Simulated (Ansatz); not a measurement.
## Response to strain in AlAs

The reference is AlAs in the zinc blende structure (space group F-43m, No. 216; a = 5.674 Å). Axes: x, y, z lie along the cube axes.

Strains are applied to the cell and any free atomic positions relax; under biaxial strain the out-of-plane vector relaxes too.

All numbers come from Kohn–Sham DFT with the PBEsol functional, run in Ansatz (a first-principles code) with PAW and 420 eV plane waves, without spin-orbit coupling, earlier PAW set.

Notes on the quantities. energy relative to the base: free energy F.

| case | volume per atom | energy relative to the base | smallest direct gap |
|---|---|---|---|
| base | 22.84 Å³ | 0 meV/atom | 1.91 eV |
| biaxial strain −0.51 %, plane normal [001], relaxed out of plane | 22.72 Å³ | +0.4 meV/atom | 1.93 eV |
| biaxial strain +4.88 %, plane normal [001], relaxed out of plane | 23.80 Å³ | +33 meV/atom | 1.25 eV |
| biaxial strain +1.75 %, plane normal [110], relaxed out of plane | 23.41 Å³ | +6.3 meV/atom | 1.56 eV |
| isotropic strain −5.69 % | 19.16 Å³ | +181 meV/atom | 3.34 eV |
| isotropic strain −3.88 % | 20.28 Å³ | +79 meV/atom | 2.86 eV |
| isotropic strain −2.97 % | 20.86 Å³ | +45 meV/atom | 2.63 eV |
| uniaxial strain ε_yy = +0.55 % | 22.96 Å³ | +0.2 meV/atom | 1.86 eV |
| tensor shear ε_xz = +3.36 % | 22.81 Å³ | [?] | [?] |
| tensor shear ε_xz = −2.12 % | 22.83 Å³ | +6.6 meV/atom | 1.67 eV |

Problem. Complete the table.

Solution. 
- tensor shear ε_xz = +3.36 %, energy relative to the base: +17 meV/atom
- tensor shear ε_xz = +3.36 %, smallest direct gap: 1.47 eV

A biaxial case was relaxed in a doubled cell and then solved in the primitive one. Stability against distortions was not tested.
